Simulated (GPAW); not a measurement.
# Input and output of a self-consistent single point for Cs (Im-3m, 1 atom in the cell) (GPAW)

Method of the run: PBE, GPAW PAW datasets PBE (gpaw-data 1.0.1) (plane waves; GPAW).

This input was run:

```python
from ase import Atoms
from ase.units import GPa
from gpaw import GPAW

atoms = Atoms(['Cs'],
              cell=[[-3.055490, 3.055490, 3.055490],
                    [3.055490, -3.055490, 3.055490],
                    [3.055490, 3.055490, -3.055490]],
              scaled_positions=[[0.000000, 0.000000, 0.000000]],
              pbc=True)

calc = GPAW(mode={'name': 'pw', 'ecut': 550},
            xc='PBE',
            kpts=(5, 5, 5),
            occupations={'name': 'fermi-dirac', 'width': 0.136},
            nbands=-5,
            convergence={'forces': 0.001},
            symmetry={'symmorphic': False, 'tolerance': 0.0005},
            maxiter=120)

atoms.calc = calc

energy = atoms.get_potential_energy()
print('Energy (eV):', round(energy, 6))
forces = atoms.get_forces()
print('Forces (eV/Ang):')
print(forces.round(5))
stress = atoms.get_stress()
print('Stress (GPa, Voigt):', (stress / GPa).round(4))
```

Log, with long lists cut:

```
Input parameters:
  convergence: {forces: 0.001}
  kpts: [5 5 5]
  maxiter: 120
  mode: {ecut: 550,
         name: pw}
  nbands: -5
  occupations: {name: fermi-dirac,
                width: 0.136}
  symmetry: {symmorphic: False,
             tolerance: 0.0005}
  xc: PBE

species:
  Cs:
    name: Caesium
    Z: 55.0
    valence: 9
    core: 46
    charge: 0.0
    file: Cs.PBE.gz

    # Using partial waves for Cs as LCAO basis

Reference energy: -211800.076486  # eV

Spin-paired calculation

Convergence criteria:
 Maximum [total energy] change in last 3 cyles: 0.0005 eV / valence electron
 Maximum integral of absolute [dens]ity change: 0.0001 electrons / valence electron
 Maximum integral of absolute [eigenst]ate change: 4e-08 eV^2 / valence electron
 Maximum change in the atomic [forces] across last 2 cycles: 0.001 eV/Ang OR
Maximum error relative to the maximum force is below inf
 Maximum number of scf [iter]ations: 120

Symmetries present (total): 48
Symmetries with fractional translations: 0
125 k-points: 5 x 5 x 5 Monkhorst-Pack grid
10 k-points in the irreducible part of the Brillouin zone
       k-points in crystal coordinates                weights
   0:     0.00000000    0.00000000    0.00000000          1/125
   1:     0.20000000    0.00000000    0.00000000         12/125
   2:     0.20000000    0.20000000   -0.20000000          6/125
   [... 7 lines left out ...]

Wave functions: Plane wave expansion
  Cutoff energy: 550.000 eV
  Number of coefficients (min, max): 3324, 3367
  Pulay-stress correction: 0.000000 eV/Ang^3 (de/decut=0.000000)

Occupation numbers: Fermi-Dirac:
  width: 0.1360  # eV

Eigensolver

Densities:
  Coarse grid: 30*30*30 grid
  Fine grid: 60*60*60 grid
  Total Charge: 0.000000

Density mixing:
  Method: separate
  Backend: pulay
  Linear mixing parameter: 0.05
  old densities: 5
  Damping of long wavelength oscillations: 50

Hamiltonian:
  XC and Coulomb potentials evaluated on a 60*60*60 grid
  External potential:
    NoExternalPotential

XC parameters: PBE with 2 nearest neighbor stencil

Number of atoms: 1
Number of atomic orbitals: 5
Number of bands in calculation: 9
Number of valence electrons: 9
Bands to converge: occupied

Density initialized from atomic densities
  5 bands from LCAO basis set
  4 bands from random numbers

Atomic positions and initial magnetic moments

Positions:
   0 Cs     0.000000    0.000000    0.000000    ( 0.0000,  0.0000,  0.0000)

Unit cell:
           periodic     x           y           z      points  spacing
  1. axis:    yes   -3.055490    3.055490    3.055490    30     0.1440
  2. axis:    yes    3.055490   -3.055490    3.055490    30     0.1440
  3. axis:    yes    3.055490    3.055490   -3.055490    30     0.1440

  Lengths:   5.292264   5.292264   5.292264
  Angles:  109.471221 109.471221 109.471221

Effective grid spacing dv^(1/3) = 0.1617

     iter     time        total  log10-change:
                         energy   eigst   dens  force
iter:   1 --:--:--    -1.199962
iter:   2 --:--:--    -1.156523   -2.05  -1.01
iter:   3 --:--:--    -0.838889   -1.59  -1.05
iter:   4 --:--:--    -0.841106   -3.21  -1.67
iter:   5 --:--:--    -0.871751   -2.65  -1.68
iter:   6 --:--:--    -0.834998   -2.55  -1.54
iter:   7 --:--:--    -0.835008   -4.21  -2.42
iter:   8 --:--:--    -0.835180c  -5.15  -2.52
iter:   9 --:--:--    -0.835162c  -3.79  -2.45
iter:  10 --:--:--    -0.834899c  -4.69  -2.47
iter:  11 --:--:--    -0.834906c  -6.10  -3.72
iter:  12 --:--:--    -0.834900c  -5.74  -3.16
iter:  13 --:--:--    -0.834900c  -6.42  -3.70
iter:  14 --:--:--    -0.834900c  -6.64  -3.57
iter:  15 --:--:--    -0.834899c  -8.30c -4.05c
iter:  16 --:--:--    -0.834899c  -8.80c -4.11c -23.17c

Converged after 16 iterations.

Dipole moment: (-0.000000, -0.000000, -0.000000) |e|*Ang

Energy contributions relative to reference atoms: (reference = -211800.076486)

Kinetic:         +0.714282
Potential:       -0.459112
External:        +0.000000
XC:              -1.030874
Entropy (-ST):   -0.066781
Local:           -0.025805
SIC:             +0.000000
--------------------------
Free energy:     -0.868290
Extrapolated:    -0.834899

Showing only first 2 kpts
 Kpt  Band  Eigenvalues  Occupancy
  0     2     -8.60288    2.00000
  0     3     -8.60288    2.00000
  0     4      0.31712    1.99999
  0     5      4.49920    0.00000

  1     2     -8.61912    2.00000
  1     3     -8.60294    2.00000
  1     4      0.74609    1.99979
  1     5      3.98279    0.00000

Fermi level: 1.99457

No gap
No difference between direct/indirect transitions
Energy (eV): -0.834899

Forces in eV/Ang:
  0 Cs    0.00000    0.00000    0.00000

Stress tensor:
    -0.000289     0.000000     0.000000
     0.000000    -0.000289     0.000000
     0.000000     0.000000    -0.000289
Stress (GPa, Voigt): [-0.0462 -0.0462 -0.0462  0.      0.      0.    ]
```

The run converged in 16 iterations. GPAW prints stress with tension positive.

The starting cell has typed, rounded lattice constants, without a prior relaxation at this level. Its lattice was rescaled by a random factor within 2.5 % of one.
